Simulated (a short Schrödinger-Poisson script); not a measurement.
Stack: gated Al0.25Ga0.75As/GaAs modulation-doped gas, at 300 K.

```csv
layer,material,thickness (nm),Nd (cm⁻³),Na (cm⁻³)
1,Al0.25Ga0.75As,15,-,-
2,Al0.25Ga0.75As,30,8.4e17,-
3,Al0.25Ga0.75As,2,-,-
4,GaAs,6000,-,2e14
```

The device is made up for the run: typed textbook-type constants, with dimensions and the other settings drawn at random. Al0.25Ga0.75As: permittivity 12.19, conduction-band edge (eV) 0.198, gap (eV) 1.736, electron mass (mₑ) 0.0878, Nv at 300 K (cm⁻³) 9e18. GaAs: permittivity 12.9, conduction-band edge (eV) 0, gap (eV) 1.424, Nv at 300 K (cm⁻³) 9e18.

Channel valleys (confinement mass, in-plane density-of-states mass, number): Γ 0.067, 0.067, 1. At the gate the conduction-band edge of layer 1 lies 0.95 eV − eVg above the Fermi level of the channel; the field vanishes at the back. Donor level 0.05 eV below the band edge. The barrier under the gate holds no holes. Gaps are held at their typed values at every temperature. Mesh 0.08 nm at interfaces.

Solved with a short Schrödinger-Poisson script written for these runs: 1D Poisson equation in equilibrium, electrons quantum, Hartree plus LDA exchange-correlation (BenDaniel-Duke, 40 states a valley, the channel's in-plane mass for all, wave functions free to enter the barrier), parabolic valleys, classical holes, donors ionised by Fermi statistics, acceptors fully, no traps, pinning or gate leakage.

The same stack at other levels of the model or other numerical settings:

```csv
run,sheet density of all electrons at Vg = 0.5 V (cm⁻²),sheet density of all electrons at Vg = 0 V (cm⁻²),capacitance at Vg = 0.5 V (μF/cm²),centroid of the channel electrons at Vg = 0.5 V (nm),rough cost against the base
base,7.05e11,4.20e11,0.363,13.13,about 1
"electrons treated as classical, Boltzmann",7.60e11,4.35e11,0.362,10.59,0.01
"electrons treated as classical, Fermi-Dirac",7.19e11,4.25e11,0.363,12.08,0.06
"electrons treated as quantum, Hartree",6.74e11,4.08e11,0.364,13.91,0.5
mesh six times as coarse,7.05e11,4.20e11,0.363,13.23,0.2
one subband a valley,6.21e11,3.91e11,0.362,8.37,0.3
```

The classical rows ignore confinement, and Boltzmann statistics overrate the density once the band edge passes the Fermi level.
